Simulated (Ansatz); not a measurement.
Band structure of ZnF2 (P4_2/mnm, 6 atoms in the cell).

```
ZnF2
1.0
    4.76925     0.00000     0.00000
    0.00000     4.76925     0.00000
    0.00000     0.00000     3.17706
Zn F
2 4
Direct
  0.50000   0.50000   0.50000
  0.00000   0.00000   0.00000
  0.69686   0.69686   0.00000
  0.30314   0.30314   0.00000
  0.80314   0.19686   0.50000
  0.19686   0.80314   0.50000
```

Method of the run: PBE, PAW files (plane waves; Ansatz, a quantum-chemistry and plane-wave program).

Settings: kpoints.mp_grid.grid = 5 5 7; hamiltonian.xc = pbe; hamiltonian.pseudopotentials = {kind: paw} (the program's default PAW files); scf.occupations.method = fermi_dirac; scf.occupations.width = 0.02 eV; kpoints.band_path.npoints = 8.

The starting cell comes from a database of computed structures (which also holds hypothetical and non-ambient phases and stackings), without a prior relaxation at this level. Its lattice was rescaled by a random factor within 2.5 % of one.

Predict the gap along the standard path and the places of the band edges.

The gap along the path is 3.50 eV, direct at Γ to within 0.01 eV.

Levels in eV from the top of the valence band on the path, bands 23 to 30:
```csv
point,23,24,25,26,27,28,29,30
Γ,-0.95,-0.30,-0.30,0.00,3.50,9.14,9.69,9.69
X,-0.58,-0.58,-0.38,-0.38,6.04,6.04,10.57,10.57
M,-1.09,-1.09,-0.32,-0.32,6.90,6.90,9.21,9.21
Z,-1.21,-1.21,-1.18,-1.18,8.10,8.10,11.81,11.81
R,-1.18,-1.18,-0.03,-0.03,8.57,8.57,10.32,10.32
A,-1.18,-1.18,-0.75,-0.75,7.94,7.94,11.54,11.54
```

Keys are those of Ansatz 0.2.
